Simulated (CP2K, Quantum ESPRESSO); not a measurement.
A Quantum ESPRESSO input for a self-consistent single point of LiCl (Fm-3m, 2 atoms in the cell) (DFT, PBE, plane waves, PseudoDojo standard norm-conserving (PBE) pseudopotentials):

```fortran
&CONTROL
    calculation = 'scf',
    prefix = 'licl',
    outdir = './out',
    pseudo_dir = './',
    tprnfor = .true.,
    tstress = .true.,
/
&SYSTEM
    ibrav = 0,
    celldm(1) = 6.62866594,
    nat = 2,
    ntyp = 2,
    ecutwfc = 75,
    occupations = 'smearing',
    smearing = 'fd',
    degauss = 0.00147,
/
&ELECTRONS
    conv_thr = 1e-8,
/
ATOMIC_SPECIES
Li     6.9400  Li.upf
Cl    35.4500  Cl.upf
ATOMIC_POSITIONS {crystal}
Li    0.00000000    0.00000000    0.00000000
Cl    0.50000000    0.50000000    0.50000000
K_POINTS {automatic}
11 11 11  0 0 0
CELL_PARAMETERS {alat}
   0.00000000     0.70710678     0.70710678
   0.70710678     0.00000000     0.70710678
   0.70710678     0.70710678     0.00000000
```

### Question
Translate this input to CP2K.

### Answer
This is the input that was run; spellings and numerical settings could be chosen otherwise.

```
&GLOBAL
  PROJECT run
  RUN_TYPE ENERGY_FORCE
  PRINT_LEVEL LOW
&END GLOBAL
&FORCE_EVAL
  METHOD Quickstep
  STRESS_TENSOR ANALYTICAL
  &DFT
    BASIS_SET_FILE_NAME BASIS_MOLOPT
    POTENTIAL_FILE_NAME GTH_POTENTIALS
    &QS
      METHOD GPW
      EPS_DEFAULT 1E-10
    &END QS
    &MGRID
      CUTOFF 400
      REL_CUTOFF 50
      NGRIDS 5
    &END MGRID
    &SCF
      SCF_GUESS ATOMIC
      EPS_SCF 1E-6
      MAX_SCF 100
      ADDED_MOS 4
      &DIAGONALIZATION
        ALGORITHM STANDARD
      &END DIAGONALIZATION
      &MIXING
        METHOD BROYDEN_MIXING
        ALPHA 0.3
        NBUFFER 10
      &END MIXING
      &SMEAR ON
        METHOD FERMI_DIRAC
        ELECTRONIC_TEMPERATURE [K] 232.09
      &END SMEAR
    &END SCF
    &KPOINTS
      SCHEME MONKHORST-PACK 11 11 11
    &END KPOINTS
    &XC
      &XC_FUNCTIONAL PBE
      &END XC_FUNCTIONAL
    &END XC
    &PRINT
      &MO
        EIGENVALUES T
        OCCUPATION_NUMBERS T
        NDIGITS 8
        FILENAME mo
        &EACH
          QS_SCF 0
        &END EACH
        ADD_LAST NUMERIC
      &END MO
      &MULLIKEN OFF
      &END MULLIKEN
    &END PRINT
  &END DFT
  &SUBSYS
    &CELL
      ABC 3.50773900 3.50773868 3.50773882
      ALPHA_BETA_GAMMA 60.00000564 60.00000776 60.00000639
      PERIODIC XYZ
    &END CELL
    &COORD
      SCALED
      Li       0.00000000     0.00000000     0.00000000
      Cl       0.50000000     0.50000000     0.50000000
    &END COORD
    &KIND Li
      BASIS_SET DZVP-MOLOPT-SR-GTH-q3
      POTENTIAL GTH-PBE-q3
    &END KIND
    &KIND Cl
      BASIS_SET DZVP-MOLOPT-SR-GTH-q7
      POTENTIAL GTH-PBE-q7
    &END KIND
  &END SUBSYS
  &PRINT
    &FORCES ON
    &END FORCES
    &STRESS_TENSOR ON
    &END STRESS_TENSOR
  &END PRINT
&END FORCE_EVAL
```

Basis, cutoffs, solver keys and any potentials are the target program's own. This input uses DFT PBE, GPW, DZVP-MOLOPT-SR-GTH basis, GTH-PBE potentials (GTH_POTENTIALS). Both were run: pressure 4.56 GPa in Quantum ESPRESSO and 4.77 in CP2K; gap on the mesh 6.870 eV in Quantum ESPRESSO and 6.884 in CP2K.

On Quantum ESPRESSO: the starting cell comes from a database of computed structures (which also holds hypothetical and non-ambient phases and stackings), without a prior relaxation at this level. Its lattice was rescaled by a random factor within 2.5 % of one. With a pressure of about 5 GPa the cell is away from its equilibrium volume at this level.

On CP2K: the starting cell comes from a database of computed structures (which also holds hypothetical and non-ambient phases and stackings), without a prior relaxation at this level. Its lattice was rescaled by a random factor within 2.5 % of one. Values carry the incompleteness of an atom-centred basis. With a pressure of about 5 GPa the cell is away from its equilibrium volume at this level.
